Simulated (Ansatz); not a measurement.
**Carrier doping in BN**

Base system: BN in the wurtzite structure (space group P6_3mc, No. 186).

```
BN
1.0
    2.55453     0.00000     0.00000
   -1.27726     2.21229     0.00000
    0.00000     0.00000     4.22457
B N
2 2
Direct
  0.66667   0.33333   0.99991
  0.33333   0.66667   0.49991
  0.66667   0.33333   0.62529
  0.33333   0.66667   0.12529
```

Carriers are added at fixed cell with a uniform background; the Fermi–Dirac width is that of 300 K.

Level of theory: PBE/PAW in Ansatz (a first-principles code), without spin-orbit coupling.

Notes on the quantities. Fermi level from band edge: Fermi level relative to the doped band's edge (positive inside the band; to 0.05 eV).

| variant | gap between the host's bands | Fermi level from band edge |
|---|---|---|
| undoped | 5.23 eV | – |
| electrons 1.0×10^21 cm⁻³ | 5.13 eV | +0.50 eV |
| electrons 3.0×10^21 cm⁻³ | 4.95 eV | +1.00 eV |
| electrons 1.0×10^22 cm⁻³ | 4.48 eV | +1.80 eV |
| electrons 2.0×10^22 cm⁻³ | 4.04 eV | +2.25 eV |
| holes 1.0×10^21 cm⁻³ | 5.21 eV | +0.25 eV |
| holes 3.0×10^21 cm⁻³ | 5.21 eV | +0.45 eV |
| holes 1.0×10^22 cm⁻³ | 5.26 eV | +0.95 eV |
| holes 2.0×10^22 cm⁻³ | 5.34 eV | +1.35 eV |

Carriers are added with a uniform compensating background; total energy and stress of such cells depend on the potential's zero and are not compared; many-body gap narrowing is missing at this level. Whether these cells are dynamically stable was not tested.
